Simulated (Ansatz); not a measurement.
The starting structures come from a database of crystals and need not be the phases stable at ambient conditions.

 Where the default PAW files enter, the runs use the earlier of Ansatz's two default sets.

Crystal: Tl2SnF6 (P-3m1, not sure to be the ambient phase, 9 atoms a cell, 18.9 Å³ an atom, -4 GPa at this level); planes in its conventional cell.

Level of theory: r2SCAN (plane waves, PAW; Ansatz, a program for electronic structure).

No gap correction and no spin-orbit coupling; mid-gap values are interpolated between computed energies.

```csv
plane,area of the cell (Å²),mid-gap κ (1/Å),largest κ in the gap (1/Å)
(001),34.4,0.52,0.52
(100),31.2,(withheld),(withheld)
```

The slowest decay depends on the direction. Supply the withheld values.


- (100), mid-gap κ (1/Å): 0.40
- (100), largest κ in the gap (1/Å): 0.40
